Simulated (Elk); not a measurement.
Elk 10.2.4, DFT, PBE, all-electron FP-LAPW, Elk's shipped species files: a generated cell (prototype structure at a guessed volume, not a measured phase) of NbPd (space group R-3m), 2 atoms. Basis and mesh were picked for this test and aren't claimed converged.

| Quantity | Result |
|---|---|
| cell | 4.85, 4.85, 4.85 Å; 34.2, 34.2, 34.2° |
| task | ground state |
| xctype | 20 |
| swidth | 0.004 Hartree |
| k mesh (ngridk) | 10×10×10 |
| maxscl | 100 |
| rgkmax | 7 (default) |
| empty states an atom (nempty) | 4 (default) |
| epspot (Hartree) | 1e-06 (default) |
| epsengy (Hartree) | 0.0001 (default) |
| k-points after symmetry | 116 |
| largest matrix size | 116 |
| valence states | 24 |

One run each.

All on 4 threads, 1 BLAS thread. Base settings, kept where nothing else is said: mixtype = 3 (default), mixsdb = 5 (default), broydpm = [0.4, 0.15] (default), tefvit = false (default) (beta0, autolinengy not set). The settings tried:
- tefvit = true
- broydpm = [0.4, 0.01]
- mixsdb = 20
- mixsdb = 3
- broydpm = [0.4, 0.5]
- mixtype = 1, beta0 = 0.1
- mixsdb = 2
- mixtype = 1, beta0 = 0.05 (default)
- mixsdb = 8
- mixtype = 0, beta0 = 0.1
- mixsdb = 12
- mixtype = 1, beta0 = 0.01
- autolinengy = true
- broydpm = [0.7, 0.15]
- broydpm = [0.05, 0.15]
- broydpm = [0.1, 0.15]
- the base settings
- mixtype = 0, beta0 = 0.3
- broydpm = [0.2, 0.15]

Task: Predict which of these converge in the fewest self-consistent loops.

Result: Fewest self-consistent loops, with those close behind: broydpm = [0.7, 0.15] (15); mixsdb = 3 (17); autolinengy = true (17); the base settings (18); mixsdb = 2 (18); mixsdb = 8 (18); broydpm = [0.4, 0.01] (18). Most among those that reach the base run's result: mixtype = 1, beta0 = 0.01 (55). No convergence: mixtype = 0, beta0 = 0.1 (without self-consistency in 100 loops); mixtype = 0, beta0 = 0.3 (without self-consistency in 100 loops); tefvit = true (without self-consistency in 100 loops).

| setting | self-consistent loops | end |
|---|---|---|
| broydpm = [0.7, 0.15] | 15 | converged |
| mixsdb = 3 | 17 | converged |
| autolinengy = true | 17 | converged |
| the base settings | 18 | converged |
| mixsdb = 2 | 18 | converged |
| mixsdb = 8 | 18 | converged |
| broydpm = [0.4, 0.01] | 18 | converged |
| mixsdb = 12 | 19 | converged |
| mixsdb = 20 | 19 | converged |
| broydpm = [0.4, 0.5] | 19 | converged |
| broydpm = [0.2, 0.15] | 23 | converged |
| broydpm = [0.1, 0.15] | 25 | converged |
| broydpm = [0.05, 0.15] | 38 | converged |
| mixtype = 1, beta0 = 0.1 | 39 | converged |
| mixtype = 1, beta0 = 0.05 (default) | 41 | converged |
| mixtype = 1, beta0 = 0.01 | 55 | converged |
| mixtype = 0, beta0 = 0.1 | 100 | not converged |
| mixtype = 0, beta0 = 0.3 | 100 | not converged |
| tefvit = true | 100 | not converged |

An iteration's cost differs between solvers, so these counts don't give the time.
